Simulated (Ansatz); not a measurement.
The reference is ZrN in the rock salt structure (space group Fm-3m, No. 225; a = 4.595 Å).

The values are results of PBE (Ansatz, an electronic-structure program, PAW, no spin-orbit coupling), earlier PAW set, not measurements.

For the base:

| Quantity | Result |
|---|---|
| Volume per atom | 12.13 Å³ |

Perturbation: a hydrostatic pressure of 75 GPa.

### Question
What does the calculation give for the volume per atom after the change?

### Answer
The volume per atom shrinks by 2.18 Å³, from 12.13 Å³ to 9.95 Å³.

Load acts through the strain it causes; cell and atoms are relaxed under it. Whether these cells are dynamically stable was not tested. No other phases were tried under pressure. The final runs are not spin-polarised. An odd electron count without spin: ZrN.
